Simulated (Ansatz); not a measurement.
Start from BaF2 (space group P6_3/mmc, No. 194; a cell from a computed database, its experimental status unchecked).

Space group P6₃/mmc (No. 194); a = b = 4.358 Å, c = 5.996 Å, α = β = 90.00°, γ = 120.00°

| atom | site | symmetry | x | y | z |
|---|---|---|---|---|---|
| Ba | 2c | -6m2 | 0.3333 | 0.6667 | 0.2500 |
| F | 2a | -3m. | 0.0000 | 0.0000 | 0.0000 |
| F | 2d | -6m2 | 0.6667 | 0.3333 | 0.2500 |

Levels (all Ansatz, a program for electronic structure, PAW): PBEsol (420 eV, no SOC); r2SCAN (500 eV, no spin-orbit coupling); HSE06 (420 eV, scalar-relativistic without spin-orbit coupling).

At the geometry relaxed with PBEsol, these levels gave the following band gaps, in shuffled order: (a) 6.78 eV, (b) 5.98 eV, (c) 8.12 eV.

**Question.** Match each gap to its level.

**Answer.** (a) r2SCAN; (b) PBEsol; (c) HSE06.

Single points use the geometry relaxed with PBEsol. HSE06 was sampled on its mesh, a few special points and the semilocal edge points, so its gap is an upper bound. Stability against distortions was not tested.
